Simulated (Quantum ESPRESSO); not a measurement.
Worked example: self-consistent single point of SnClF (Pnma, 12 atoms in the cell) in Quantum ESPRESSO.

Method of the run: LDA (PZ), GBRV 1.5 ultrasoft (LDA) pseudopotentials (plane waves; Quantum ESPRESSO).

```
CELL_PARAMETERS angstrom
      6.10272     0.00000     0.00000
      0.00000     4.34841     0.00000
      0.00000     0.00000    10.09748
ATOMIC_POSITIONS crystal
  F  0.40270 0.25000 0.51950
  F  0.09730 0.75000 0.01950
  F  0.90270 0.25000 0.98050
  F  0.59730 0.75000 0.48050
  Cl 0.39470 0.25000 0.86380
  Cl 0.10530 0.75000 0.36380
  Cl 0.89470 0.25000 0.63620
  Cl 0.60530 0.75000 0.13620
  Sn 0.21220 0.25000 0.08610
  Sn 0.28780 0.75000 0.58610
  Sn 0.71220 0.25000 0.41390
  Sn 0.78780 0.75000 0.91390
```

Reference input (self-consistent single point, DFT, PBEsol, plane waves, GBRV 1.5 ultrasoft (PBESOL) pseudopotentials): ecutwfc = 40 Ry; ecutrho = 200 Ry; occupations = smearing; smearing = marzari-vanderbilt; degauss = 0.0073499 Ry; K_POINTS = automatic 3 3 2 0 0 0; conv_thr = 1e-09 Ry; mixing_beta = 0.3. This run's input differs from it in these lines:

```diff
@@ -24,5 +24,5 @@
 ATOMIC_SPECIES
-F     18.9984  f_pbesol_v1.4.uspp.F.UPF
-Cl    35.4500  cl_pbesol_v1.4.uspp.F.UPF
-Sn   118.7100  sn_pbesol_v1.4.uspp.F.UPF
+F     18.9984  f_lda_v1.4.uspp.F.UPF
+Cl    35.4500  cl_lda_v1.4.uspp.F.UPF
+Sn   118.7100  sn_lda_v1.4.uspp.F.UPF
 ATOMIC_POSITIONS crystal
```

Output (repeated stretches shortened):

```
     Self-consistent Calculation

     iteration #  1     ecut=    40.00 Ry     beta= 0.30

     negative rho (up, down):  6.073E-02 0.000E+00

     total energy              =    -963.69148568 Ry
     estimated scf accuracy    <       1.39730578 Ry

     iteration #  2     ecut=    40.00 Ry     beta= 0.30

     negative rho (up, down):  5.873E-02 0.000E+00

     total energy              =    -963.65045779 Ry
     estimated scf accuracy    <       0.31443492 Ry

     iteration #  3     ecut=    40.00 Ry     beta= 0.30

     negative rho (up, down):  5.786E-02 0.000E+00

     total energy              =    -963.73467557 Ry
     estimated scf accuracy    <       0.02065233 Ry

   [... 7 blocks of this kind left out ...]

     iteration # 11     ecut=    40.00 Ry     beta= 0.30

     negative rho (up, down):  5.695E-02 0.000E+00

     total energy              =    -963.73576456 Ry
     estimated scf accuracy    <       0.00000002 Ry

     iteration # 12     ecut=    40.00 Ry     beta= 0.30

     negative rho (up, down):  5.695E-02 0.000E+00
     End of self-consistent calculation

     the Fermi energy is     5.7056 ev

!    total energy              =    -963.73576457 Ry
     estimated scf accuracy    <          8.1E-10 Ry
     smearing contrib. (-TS)   =       0.00000000 Ry
     internal energy E=F+TS    =    -963.73576457 Ry

     convergence has been achieved in  12 iterations

     negative rho (up, down):  5.695E-02 0.000E+00

     Forces acting on atoms (cartesian axes, Ry/au):

     atom    1 type  1   force =    -0.01068490   -0.00000000    0.00680001
     atom    2 type  1   force =     0.01068490    0.00000000    0.00680001
     atom    3 type  1   force =    -0.01068490    0.00000000   -0.00680001
     atom    4 type  1   force =     0.01068490    0.00000000   -0.00680001
     atom    5 type  2   force =     0.00573407    0.00000000   -0.00317811
   [... lines left out ...]
     Total force =     0.029509     Total SCF correction =     0.000091
   [... lines left out ...]

     negative rho (up, down):  5.695E-02 0.000E+00
          total   stress  (Ry/bohr**3)                   (kbar)     P=      -16.45
  -0.00008111   0.00000000   0.00000000          -11.93        0.00        0.00
   0.00000000  -0.00017825   0.00000000            0.00      -26.22        0.00
   0.00000000   0.00000000  -0.00007610            0.00        0.00      -11.19

   JOB DONE.
```

The run converged in 12 iterations. Against the reference run the pressure goes from 0.60 to -1.64 GPa, the largest force goes from 0.408 to 0.326 eV/Å and the gap on the mesh goes from 3.188 to 3.126 eV.

The starting cell comes from a database of published, mostly measured structures (it also holds non-ambient and calculated ones), without a prior relaxation at this level. Its lattice was rescaled by a random factor within 2.5 % of one.

Cost on one core of a shared machine: roughly 80 s.
